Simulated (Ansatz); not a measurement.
The starting structures come from a database of crystals and need not be the phases stable at ambient conditions.

 Where the default PAW files enter, the runs use the earlier of Ansatz's two default sets.

**Evanescent states of KRb2InF6 (Fm-3m, not sure to be the ambient phase, 10 atoms a cell, 20.1 Å³ an atom, -2 GPa at this level) along the normal of (001)**

Level of theory: PBEsol (plane waves, PAW; Ansatz, an electronic-structure program).

The gap is the functional's own, uncorrected, and κ follows it; spin-orbit coupling is left out. Mid-gap values are interpolated between the computed energies.

Energies count from the valence-band top; κ is the least over a 6×6 mesh across the current.

```
E (eV)  κ (1/Å)  where
------  -------  -----
0.12      0.188  off Γ
0.36      0.301  off Γ
0.60      0.369  off Γ
0.84      0.420  off Γ
1.08      0.462  off Γ
1.32      0.500  off Γ
1.56      0.534      Γ
1.80      0.528      Γ
2.04      0.520      Γ
2.28      0.510      Γ
2.52      0.499      Γ
2.76      0.485      Γ
3.00      0.469      Γ
3.24      0.452      Γ
3.48      0.431      Γ
3.72      0.408      Γ
3.96      0.382      Γ
4.20      0.350      Γ
4.44      0.313      Γ
4.68      0.265      Γ
4.92      0.201      Γ
5.16      0.085      Γ
```

Question: How thick must the barrier be to attenuate the transmission by 10^4 when the electrodes' Fermi level lies at 0.36 eV, and what attenuation does that film give at 0.60 eV?

Answer: d = 4 ln 10 / (2 × 0.301) = 15.3 Å. At 0.60 eV it gives 4 × 0.369/0.301 = 4.9 decades.
